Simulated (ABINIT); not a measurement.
Input and output of a self-consistent single point for SnTe (Fm-3m, 2 atoms in the cell) (ABINIT).

Computed with PBEsol, norm-conserving pseudopotentials (PseudoDojo nc-sr-04 PBEsol standard) (plane waves; ABINIT 10.0.3).

```
SnTe
1.0
    0.00000     3.12401     3.12401
    3.12401     0.00000     3.12401
    3.12401     3.12401     0.00000
Sn Te
1 1
Direct
  0.00000   0.00000   0.00000
  0.50000   0.50000   0.50000
```

Reference input (self-consistent single point, DFT, PBE, plane waves, norm-conserving pseudopotentials (PseudoDojo nc-sr-05 PBE standard)): pseudos = [Sn.upf, Te.upf]; ecut = 41 Ha; occopt = 7; tsmear = 0.00499791 Ha; ngkpt = 6 6 6; nshiftk = 1; shiftk = 0 0 0; potentials = PseudoDojo nc-sr-05 PBE standard; nband = 21; kptopt = 1; nstep = 80; toldfe = 1e-09 Ha. This run's input differs from it in these lines:

```diff
@@ -1,2 +1,2 @@
-# SnTe, PseudoDojo nc-sr-05 PBE standard
+# SnTe, PseudoDojo nc-sr-04 PBEsol standard
 pp_dirpath "./"
```

Its files differ too (potentials: PseudoDojo nc-sr-05 PBE standard → PseudoDojo nc-sr-04 PBEsol standard).

The program printed (abridged):

```
--- !BeginCycle
solver: {iscf: 7, nstep: 80, nline: 4, wfoptalg: 0, }
tolerances: {toldfe: 1.00E-09, }
...

     iter   Etot(hartree)      deltaE(h)  residm     vres2
 ETOT  1  -182.58850634892    -1.826E+02 6.584E-01 5.261E+01
 ETOT  2  -183.28499608037    -6.965E-01 1.959E-02 2.265E+01
 ETOT  3  -183.28743467025    -2.439E-03 2.718E-03 2.172E+00
 ETOT  4  -183.28767252476    -2.379E-04 2.932E-03 7.271E-03
 ETOT  5  -183.28767320882    -6.841E-07 9.824E-04 1.158E-03
 ETOT  6  -183.28767330669    -9.787E-08 8.628E-04 8.278E-05
 ETOT  7  -183.28767331653    -9.842E-09 4.230E-04 5.712E-06
 ETOT  8  -183.28767331721    -6.804E-10 3.001E-04 2.799E-07
 ETOT  9  -183.28767331725    -4.104E-11 2.381E-04 9.400E-09
 At SCF step    9, etot is converged :
  for the second time, diff in etot=  4.104E-11 < toldfe=  1.000E-09

 Cartesian components of stress tensor (hartree/bohr^3)
  sigma(1 1)= -2.99311283E-05  sigma(3 2)=  0.00000000E+00
  sigma(2 2)= -2.99311283E-05  sigma(3 1)=  0.00000000E+00
  sigma(3 3)= -2.99311283E-05  sigma(2 1)=  0.00000000E+00

 ----iterations are completed or convergence reached----

 reduced coordinates (array xred) for    2 atoms
       0.000000000000      0.000000000000      0.000000000000
       0.500000000000      0.500000000000      0.500000000000
 cartesian forces (eV/Angstrom) at end:
    1     -0.00000000000000    -0.00000000000000    -0.00000000000000
    2     -0.00000000000000    -0.00000000000000    -0.00000000000000
 frms,max,avg= 0.0000000E+00 0.0000000E+00   0.000E+00  0.000E+00  0.000E+00 e/A
   [... lines left out ...]
 Fermi (or HOMO) energy (hartree) =   0.15331   Average Vxc (hartree)=  -0.37597
   [... lines left out ...]
total_energy        : -1.83287673317250E+02
total_energy_eV     : -4.98751123544197E+03
band_energy         : -1.91369136230259E+01
...

-Cartesian components of stress tensor (GPa)         [Pressure=  8.8060E-01 GPa]
- sigma(1 1)= -8.80604049E-01  sigma(3 2)=  0.00000000E+00
- sigma(2 2)= -8.80604049E-01  sigma(3 1)=  0.00000000E+00
- sigma(3 3)= -8.80604049E-01  sigma(2 1)=  0.00000000E+00

 Calculation completed.
```

The run converged in 9 iterations. Against the reference run the pressure goes from 3.59 to 0.88 GPa.

The starting cell comes from a database of computed structures (which also holds hypothetical and non-ambient phases and stackings), without a prior relaxation at this level. Its lattice was rescaled by a random factor within 2.5 % of one. The run gives no clean gap (levels at the Fermi energy touch, overlap or are partly filled at this smearing), which alone does not show that the compound is a metal.

Cost on one core of a shared machine: roughly 2 min.
